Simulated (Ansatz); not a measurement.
BaHfO3, pressure series

The parent structure is BaHfO₃ in the cubic perovskite structure (space group Pm-3m, No. 221).

```yaml
crystal:
  lattice:
    - [4.15753, 0.00000, 0.00000]
    - [0.00000, 4.15753, 0.00000]
    - [0.00000, 0.00000, 4.15753]
  atoms:
    - { symbol: Ba, position: [0.00000, 0.00000, 0.00000] }
    - { symbol: Hf, position: [0.50000, 0.50000, 0.50000] }
    - { symbol: O, position: [0.50000, 0.00000, 0.50000] }
    - { symbol: O, position: [0.00000, 0.50000, 0.50000] }
    - { symbol: O, position: [0.50000, 0.50000, 0.00000] }
```

Cell and atoms are relaxed at each pressure.

All numbers come from PBEsol (Ansatz, a first-principles code; PAW; 420 eV plane waves; no spin-orbit coupling).

Computed cases, in order: pressure −2 GPa; pressure −1 GPa; 0 GPa (base); pressure 0.3 GPa; pressure 0.7 GPa; pressure 1.5 GPa; pressure 3 GPa; pressure 5 GPa; pressure 7.5 GPa; pressure 10 GPa.

Task: Between which two neighbouring cases does the gap turn between direct and indirect?

Result: Between pressure 7.5 GPa (3.66 eV, indirect, R → Γ) and pressure 10 GPa (3.66 eV, direct at Γ). The whole series: pressure −2 GPa: 3.56 eV, indirect, R → Γ; pressure −1 GPa: 3.57 eV, indirect, R → Γ; 0 GPa (base): 3.58 eV, indirect, R → Γ; pressure 0.3 GPa: 3.59 eV, indirect, R → Γ; pressure 0.7 GPa: 3.59 eV, indirect, R → Γ; pressure 1.5 GPa: 3.60 eV, indirect, R → Γ; pressure 3 GPa: 3.62 eV, indirect, R → Γ; pressure 5 GPa: 3.63 eV, indirect, R → Γ; pressure 7.5 GPa: 3.66 eV, indirect, R → Γ; pressure 10 GPa: 3.66 eV, direct at Γ.

Spin-orbit coupling, missing from the scalar runs, can matter with Hf. Load acts through the strain it causes; cell and atoms are relaxed under it. Whether these cells are dynamically stable was not tested. No other phases were tried under pressure.
